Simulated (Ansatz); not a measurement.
Cubic perovskite BaZrO₃, treated with HSE06+SOC (plane waves, PAW; Ansatz, a quantum-chemistry and plane-wave program).

Numerical settings: plane-wave cutoff 460 eV, 6×6×6 k mesh, Fermi–Dirac smearing 0.01 eV, PAW data made under PBE.

Cell (measured lattice):

BaZrO3 is modelled in the cubic space group Pm-3m (No. 221), the cubic perovskite structure, Pearson symbol cP5. Lattice parameters: a = 4.191 Å, b = 4.191 Å, c = 4.191 Å, α = 90.00°, β = 90.00°, γ = 90.00°. Ba on 1a sees 12 O at 2.963 Å (cuboctahedral). Zr on 1b is surrounded by 6 O at 2.095 Å (octahedral). O on 3c is surrounded by 2 Zr at 2.095 Å and 4 Ba at 2.963 Å (octahedral). (Neighbours: up to the widest gap in distance over summed covalent radii, below 1.35, at either atom; cation-cation and far metal-metal contacts left out.)

Q: Estimate the band gap and smallest direct gap on the k points sampled that the calculation returns.

A: 
- band gap = 4.69 eV (on the SCF k mesh) (indirect)
- smallest direct gap on the k points sampled = 4.91 eV

Measured, for comparison: band gap 5.3 eV (temperature not stated, not corrected to a static lattice, first of three measured values (5.3, 4.86, 4.8), our sources range from 4.86 to 5.30; as tabulated in Lindman et al. (2015), arXiv:1503.06612). Computed (rounded) less measured: band gap -0.61 eV (-0.17 eV to -0.61 eV over the range).

Note: cell and atoms aren't relaxed at this level.

Static lattice: no zero-point or thermal effects.
